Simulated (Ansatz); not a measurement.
**Lattice parameter c of ZrN (model structure, started from the NbAs type, I4₁md, No. 109, 4 atoms in the cell) at several levels of theory**

No measured value is used here.

```tsv
level (code)	value (Å)
LDA (Ansatz)	10.863
PBE (Ansatz)	11.035
PBEsol (Ansatz)	10.930
PBE-D3(BJ) (Ansatz)	10.946
```

Ansatz's density-functional and Hartree–Fock values are scalar-relativistic unless marked +SOC, with PAW data made under PBE.

A model structure was made by putting elements into a prototype or built by hand; it is no filed structure, need not be a known phase, and can be a saddle point held by its symmetry.

Ansatz is a program for electronic structure.
